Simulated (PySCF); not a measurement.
PySCF 2.14.0, BP86/def2-svp, df: Ca(F)(NMe2) (C[N](C)[Ca][F]), 11 atoms. The geometry is a generated start, not checked to be a minimum at this level.

| Item | Result |
|---|---|
| task | energy |
| method | bp86 |
| basis | def2-svp |
| two-electron scheme | density fitting |
| mol.max_memory | 3000 MB |
| mf.max_cycle | 100 |
| mf.conv_tol | 1e-09 (default) |
| mf.grids.level | 3 (default) |
| basis functions | 110 |
| grid points | 135672 |

```xyz
11

Ca    -1.1139     1.5210    -1.3052
F     -0.0216     2.7274    -0.3674
N     -0.5265    -0.4080    -0.4187
C     -0.6936    -0.2763     1.0079
C      0.8646    -0.6436    -0.7142
H     -0.3592    -1.1989     1.4991
H     -0.1036     0.5603     1.4322
H     -1.7544    -0.1203     1.2366
H      1.5253     0.1759    -0.3650
H      1.1908    -1.5623    -0.2112
H      0.9920    -0.7753    -1.7942
```

With the defaults (mf.DIIS = CDIIS, mf.level_shift = 0, mf.diis = true, mf.diis_space = 8, mf.damp = 0, mf.diis_start_cycle = 1, newton = off, mf.init_guess = minao, mf.diis_damp = 0) it converges in 14 Fock builds. One run each on 2 threads, 1 BLAS thread, with these changes:
- mf.diis = false
- mf.init_guess = huckel
- newton = Hessian by the SCF's own integrals
- mf.diis_space = 12
- mf.diis_damp = 0.3
- mf.level_shift = 1 Hartree
- mf.DIIS = EDIIS
- mf.level_shift = 0.1 Hartree
- mf.diis = false, mf.damp = 0.7, mf.diis_start_cycle = 999

**Question.** Name the settings that don't reach the solution of the defaults.

**Answer.** No convergence: mf.DIIS = EDIIS; mf.level_shift = 1 Hartree; mf.diis = false (the run ends without SCF convergence in 100 cycles). The rest reach the solution of the defaults.

```
setting                                                    Fock builds             end
---------------------------------------------------------  -----------  --------------
the defaults                                                        14   same solution
mf.diis_space = 12                                                  14   same solution
mf.diis_damp = 0.3                                                  14   same solution
mf.init_guess = huckel                                              17   same solution
mf.diis = false, mf.damp = 0.7, mf.diis_start_cycle = 999           26   same solution
mf.level_shift = 0.1 Hartree                                        28   same solution
newton = Hessian by the SCF's own integrals                         49   same solution
mf.DIIS = EDIIS                                                    101  no convergence
mf.level_shift = 1 Hartree                                         101  no convergence
mf.diis = false                                                    101  no convergence
```

Under newton the count holds the products with the orbital Hessian.
